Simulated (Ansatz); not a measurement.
Na_Cl in rock-salt NaCl (start: the Cl site; 64-site cell, 2×2×2 shifted sampling), charge +2. These are PBE, PAW (plane waves to 420 eV; Ansatz, a quantum-chemistry and plane-wave program) values and carry that method's errors.

```
Property                                                 Value
----------------------------------------------  --------------
total energy of the defect cell                 -82636.8304 eV
total energy of the perfect cell                -82225.7603 eV
μ(Cl) in Cl2 molecule in a box, atoms added −1   -1079.4442 eV
μ(Na) in bcc Na, atoms added +1                  -1486.4157 eV
Δμ(Cl), Cl-rich                                       0.000 eV
Δμ(Na), Cl-rich                                      -3.695 eV
valence-band maximum on the cell's zero               0.878 eV
image correction with alignment                       0.946 eV
Fermi level above the maximum                          3.10 eV
```

### Question
Work out the formation energy.

### Answer
E_f = E(defect) − E(perfect) − Σ n μ + q (E_VBM + E_F) + E_corr = -411.070 − (-410.667) + (7.956) + (0.946) = 8.50 eV.
